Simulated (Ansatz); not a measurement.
Ge2Sb2Te5 (Cm, No. 8, 9 atoms in the cell; start mp-1224407) was calculated with PBEsol+SOC (Ansatz, an electronic-structure program, PAW).

Run with plane-wave cutoff 520 eV, 6×6×4 k mesh (along the axes of the cell as run), Fermi–Dirac smearing 0.01 eV, PAW data made under PBE.

Cell (relaxed with PBEsol):

```cif
data_Ge2Sb2Te5
_chemical_formula_sum 'Ge2 Sb2 Te5'
_space_group_name_H-M_alt 'P 1'
_space_group_IT_number 1
_cell_length_a 7.36567
_cell_length_b 7.36567
_cell_length_c 9.52646
_cell_angle_alpha 130.619
_cell_angle_beta 130.619
_cell_angle_gamma 48.060
loop_
_space_group_symop_operation_xyz
  'x, y, z'
loop_
_atom_site_label
_atom_site_type_symbol
_atom_site_fract_x
_atom_site_fract_y
_atom_site_fract_z
_atom_site_occupancy
Ge1 Ge 0.49410 0.49410 0.00573 1
Ge2 Ge 0.28137 0.28137 0.19646 1
Sb1 Sb 0.11085 0.11085 0.42698 1
Sb2 Sb 0.89398 0.89398 0.58111 1
Te1 Te 0.41108 0.41108 0.60162 1
Te2 Te 0.21308 0.21308 0.81564 1
Te3 Te 0.00251 0.00251 0.99860 1
Te4 Te 0.79719 0.79719 0.18702 1
Te5 Te 0.59583 0.59583 0.38664 1
```

### Question
Give the computed band gap, smallest direct gap on the k points sampled and Γ–Γ gap.

### Answer

* **band gap**: 0.01 eV (under three smearing widths, so not firm)
* **smallest direct gap on the k points sampled**: 0.09 eV
* **Γ–Γ gap**: 1.27 eV

Note: cell and atoms aren't relaxed at this level (largest force component 0.04 eV/Å).

The computed numbers hold no vibrational or temperature effects.

A start named mp-… is a Materials Project structure, which need not be a measured phase.
